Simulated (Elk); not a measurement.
**Input and output of a self-consistent single point for Pd (Fm-3m, 1 atom in the cell) (Elk)**

Method of the run: PBE, all-electron FP-LAPW, Elk's shipped species files, APW+lo basis with extra local orbitals (Elk 10.2.4).

The input file:

```
tasks
  0

xctype
  20

rgkmax
  8.0

gmaxvr
  14.0

nxlo
  2

lorbcnd
  .true.

rmtscf
  0.94

lmaxi
  3

stype
  3

swidth
  0.00367493

avec
    0.0000000000    3.6865438643    3.6865438643
    3.6865438643    0.0000000000    3.6865438643
    3.6865438643    3.6865438643    0.0000000000

sppath
  'species/'

atoms
  1   : nspecies
  'Pd.in'   : spfname
  1   : natoms; atposl, bfcmt below
  0.0000000000  0.0000000000  0.0000000000    0.0 0.0 0.0

ngridk
  10 10 10
```

Output, abridged:

```
│ Elk code version 10.2.4 │

All units are atomic (Hartree, Bohr, etc.)

│ Ground-state run starting from atomic densities │

Lattice vectors :
   0.000000000       3.686543864       3.686543864
   3.686543864       0.000000000       3.686543864
   3.686543864       3.686543864       0.000000000

Unit cell volume      :    100.2047278
Brillouin zone volume :    2.475434231

Muffin-tin inner radius fraction :   0.1000000000E-01

Nuclei treated as point charges

Species :    1 (Pd)
 parameters loaded from : Pd.in
 name : palladium
 nuclear charge    :   -46.00000000
 electronic charge :    46.00000000
 atomic mass :    193991.7925
 muffin-tin radius :    2.444000000
 number of radial points in muffin-tin :    497
 atomic positions (lattice), magnetic fields (Cartesian) :
   1 :   0.00000000  0.00000000  0.00000000    0.00000000  0.00000000  0.00000000

Total number of atoms per unit cell :    1

Spin treatment :
 spin-unpolarised

Number of Bravais lattice symmetries :   48
Number of crystal symmetries         :   48
Crystal has inversion symmetry
Real symmetric eigensolver will be used

k-point grid :     10    10    10
k-point offset :    0.000000000       0.000000000       0.000000000
k-point set is reduced with full crystal symmetry group
Total number of k-points :       47

Muffin-tin radius times maximum |G+k| :    8.000000000
 using average radius
Maximum |G+k| for APW functions       :    3.273322422
Maximum (1/2)|G+k|²                   :    5.357319840
Maximum |G| for potential and density :    14.00000000
 potential will be trimmed for |G| > 2 gkmax
Constant for pseudocharge density :    9
Radial integration step length :    4

G-vector grid sizes :     24    24    24
Number of G-vectors :     4645

Maximum angular momentum used for
 APW functions                      :    8
 outer part of muffin-tin           :    6
 inner part of muffin-tin           :    3

Total nuclear charge    :   -46.00000000
Total core charge       :    28.00000000
Total valence charge    :    18.00000000
Total excess charge     :    0.000000000
Total electronic charge :    46.00000000

Effective Wigner radius, rₛ :   0.8041688701

Number of empty states         :    4
Total number of valence states :   13
Total number of core states    :   28

Conduction state local-orbitals added automatically
Total number of local-orbitals :   83

Exchange-correlation functional :     20     0     0
 Perdew-Burke-Ernzerhof, Phys. Rev. Lett. 77, 3865 (1996)
 gradient requirement :    1
 generalised gradient approximation (GGA)

Smearing type :    3
 Fermi-Dirac
Smearing width :   0.3674930000E-02
Effective electronic temperature (K) :    1160.451112

Mixing type :    3
 Broyden mixing, J. Phys. A: Math. Gen. 17, L317 (1984)

Kohn-Sham potential initialised from atomic data

│ Self-consistent loop started │
│ Loop number : 1 │
 total energy                :     -5039.04027049
│ Loop number : 2 │
 total energy                :     -5039.44805851
RMS change in Kohn-Sham potential (target) :   0.2264699575     (  0.1000000000E-05)
Absolute change in total energy (target)   :   0.4077880230     (  0.1000000000E-03)
│ Loop number : 3 │
 total energy                :     -5041.26567307
RMS change in Kohn-Sham potential (target) :   0.1862609343     (  0.1000000000E-05)
Absolute change in total energy (target)   :    1.919561563     (  0.1000000000E-03)
│ Loop number : 4 │
 total energy                :     -5041.96922157
RMS change in Kohn-Sham potential (target) :   0.1676042982     (  0.1000000000E-05)
Absolute change in total energy (target)   :    1.183438894     (  0.1000000000E-03)
│ Loop number : 5 │
 total energy                :     -5043.99317002
RMS change in Kohn-Sham potential (target) :   0.1029054221     (  0.1000000000E-05)
Absolute change in total energy (target)   :    2.319808172     (  0.1000000000E-03)
│ Loop number : 6 │
 total energy                :     -5046.08516466
RMS change in Kohn-Sham potential (target) :   0.3494898257E-01 (  0.1000000000E-05)
Absolute change in total energy (target)   :    2.671946680     (  0.1000000000E-03)
│ Loop number : 7 │
 total energy                :     -5047.14218472
RMS change in Kohn-Sham potential (target) :   0.1678897084E-02 (  0.1000000000E-05)
Absolute change in total energy (target)   :    1.725006730     (  0.1000000000E-03)
│ Loop number : 8 │
 total energy                :     -5047.16137137
RMS change in Kohn-Sham potential (target) :   0.6543881771E-03 (  0.1000000000E-05)
Absolute change in total energy (target)   :   0.4504383328     (  0.1000000000E-03)
│ Loop number : 9 │
 total energy                :     -5047.16424289
RMS change in Kohn-Sham potential (target) :   0.1525529718E-03 (  0.1000000000E-05)
Absolute change in total energy (target)   :   0.1154811075     (  0.1000000000E-03)
│ Loop number : 10 │
 total energy                :     -5047.16955817
RMS change in Kohn-Sham potential (target) :   0.7978777309E-04 (  0.1000000000E-05)
Absolute change in total energy (target)   :   0.3418555392E-01 (  0.1000000000E-03)
│ Loop number : 11 │
 total energy                :     -5047.17087177
RMS change in Kohn-Sham potential (target) :   0.5173810074E-04 (  0.1000000000E-05)
Absolute change in total energy (target)   :   0.9859985104E-02 (  0.1000000000E-03)
│ Loop number : 12 │
 total energy                :     -5047.17066495
RMS change in Kohn-Sham potential (target) :   0.4093697596E-04 (  0.1000000000E-05)
Absolute change in total energy (target)   :   0.2258177223E-02 (  0.1000000000E-03)
│ Loop number : 13 │
 total energy                :     -5047.16943081
RMS change in Kohn-Sham potential (target) :   0.9972380548E-05 (  0.1000000000E-05)
Absolute change in total energy (target)   :   0.6695946704E-03 (  0.1000000000E-03)
│ Loop number : 14 │
 total energy                :     -5047.16900072
RMS change in Kohn-Sham potential (target) :   0.5671192368E-06 (  0.1000000000E-05)
Absolute change in total energy (target)   :   0.5974902433E-03 (  0.1000000000E-03)
│ Loop number : 15 │
 total energy                :     -5047.16898155
RMS change in Kohn-Sham potential (target) :   0.1740761039E-06 (  0.1000000000E-05)
Absolute change in total energy (target)   :   0.1685339194E-03 (  0.1000000000E-03)
│ Loop number : 16 │
 total energy                :     -5047.16897947
RMS change in Kohn-Sham potential (target) :   0.7181202098E-07 (  0.1000000000E-05)
Absolute change in total energy (target)   :   0.4422056372E-04 (  0.1000000000E-03)
Convergence targets achieved

│ Loop number : 17 │

Energies :
 Fermi                       :     0.324476316744
 sum of eigenvalues          :     -3014.69480396
 electron kinetic            :      5270.11980757
 core electron kinetic       :      5097.91980882
 Coulomb                     :     -10172.9851276
 Coulomb potential           :     -8096.70147045
 nuclear-nuclear             :     -514.495809058
 electron-nuclear            :     -11220.2771667
 Hartree                     :      1561.78784811
 Madelung                    :     -6124.63439239
 xc potential                :     -188.113141076
 exchange                    :     -141.868738299
 correlation                 :     -2.43288908287
 electron entropic           :    -0.203158114465E-02
 total energy                :     -5047.16897901

Density of states at Fermi energy :    46.43103394
 (states/Hartree/unit cell)

Estimated indirect band gap :   0.1723300460E-02
 from k-point     19 to k-point     46
Estimated direct band gap   :   0.1289132721E-01
 at k-point     31

Charges :
 core                        :    28.00000000
 valence                     :    18.00000000
 interstitial                :    1.296927617
 muffin-tins (core leakage)
  species :    1 (Pd)
   atom    1                 :    44.70307238     (  0.1760778900E-07)
 total in muffin-tins        :    44.70307238
 total calculated charge     :    46.00901202
 total charge                :    46.00000000
 error                       :   0.9012015642E-02

│ Self-consistent loop stopped │
```

The run converged in 17 iterations. The count includes the last loop, which Elk runs after its targets are met.

The starting cell has typed, rounded lattice constants, without a prior relaxation at this level. Its lattice was rescaled by up to half a per cent. Spin polarisation is off. Values depend on the basis (sphere radii, cutoffs, local orbitals), which need not be converged. The log's line on a gap gives a spacing of levels on this mesh, which the program prints for metals too.
